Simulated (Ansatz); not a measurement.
## Effect of uniaxial strain ε_zz = +1.50 % on Pd

Base system: Pd in the fcc (Cu type) structure (space group Fm-3m, No. 225; a = 3.8414 Å; relaxed with 0.1 eV smearing). Axes: x, y, z lie along the cube axes.

One thing is altered: the cell is stretched by 1.50 % along z with no lateral relaxation, atoms relaxed at fixed cell.

The values are results of LDA (Ansatz, an electronic-structure program), no SOC, not measurements. Γ-centred 29×29×29 mesh, Fermi–Dirac width 0.1 eV.

| quantity | base | changed | shift |
|---|---|---|---|
| volume per atom | 14.17 Å³ | 14.38 Å³ | +0.21 Å³ |
| space group | Fm-3m (No. 225) | I4/mmm (No. 139) | – |
| shortest interatomic distance | 2.716 Å | 2.716 Å | 0.000 Å |
| energy relative to the base (free energy F) | 0 meV/atom | +2.6 meV/atom | +2.6 meV/atom |
| pressure (mean of the normal stresses, compression positive) | 0.0 GPa | -3.2 GPa | -3.2 GPa |
| band gap | zero | zero | – |
| stress (xx, yy, zz, yz, xz, xy; compression positive) | – | (-2.9, -2.9, -3.9, 0.0, 0.0, 0.0) GPa | – |

Stability against distortions was not tested. All final runs are without spin polarisation.
